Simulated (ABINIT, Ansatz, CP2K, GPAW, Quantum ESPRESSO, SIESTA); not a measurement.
# Code comparison for GaAs (F-43m, 2 atoms in the cell)

Self-consistent single point.

```
CELL_PARAMETERS angstrom
      0.00000     2.93460     2.93460
      2.93460     0.00000     2.93460
      2.93460     2.93460     0.00000
ATOMIC_POSITIONS crystal
  Ga 0.00000 0.00000 0.00000
  As 0.25000 0.25000 0.25000
```

Shared settings, as Ansatz (an electronic-structure program) writes them: kpoints.mp_grid.grid = 7 7 7; scf.occupations.method = gaussian; scf.occupations.width = 0.0147 Ry. Potentials and cutoffs stand in the table.

| code | model | pressure (GPa) | cutoff |
|---|---|---|---|
| CP2K | LDA (Pade form), GPW, DZVP-MOLOPT-SR-GTH basis, GTH-PADE potentials (GTH_POTENTIALS) | -6.95 | grid 600 Ry |
| SIESTA | LDA PW92, numerical atomic orbitals TZP, PseudoDojo LDA standard norm-conserving potentials (rewritten from UPF to PSML) | -6.18 | grid 300 Ry |
| GPAW | LDA (Perdew-Wang 92), GPAW PAW datasets LDA (gpaw-data 1.0.1) | -6.92 | 600 eV |
| Quantum ESPRESSO | LDA (PZ), GBRV 1.5 ultrasoft (LDA) pseudopotentials | -7.33 | 50 Ry |
| Ansatz | LDA (PW92), default PAW files made with PBE | -7.42 | default |
| ABINIT | LDA (PW92), norm-conserving pseudopotentials (PseudoDojo nc-sr-04 LDA standard) | -7.56 | 80 Ry |

No clean gap comes from CP2K, SIESTA, GPAW, Quantum ESPRESSO, Ansatz and ABINIT: levels at the Fermi energy touch, overlap or are partly filled at this smearing.

The spread over the programs that give each value: pressure within 1.38 GPa.

CP2K and SIESTA use small atom-centred bases, whose incompleteness enters pressures, forces and empty levels differently from a plane-wave cutoff. Ansatz's pressure is given at a fixed set of plane waves, as the other plane-wave codes print theirs. The same LDA comes in different parametrisations, which differ slightly. In the pressure, SIESTA (by 1.20) lies more than 1 GPa from the median of the plane-wave programs.

The starting cell comes from a database of computed structures (which also holds hypothetical and non-ambient phases and stackings), without a prior relaxation at this level. Its lattice was rescaled by a random factor within 2.5 % of one.

Left out of this page: Elk and FLEUR (not drawn, or without a comparable value).

Keys are those of Ansatz 0.2.
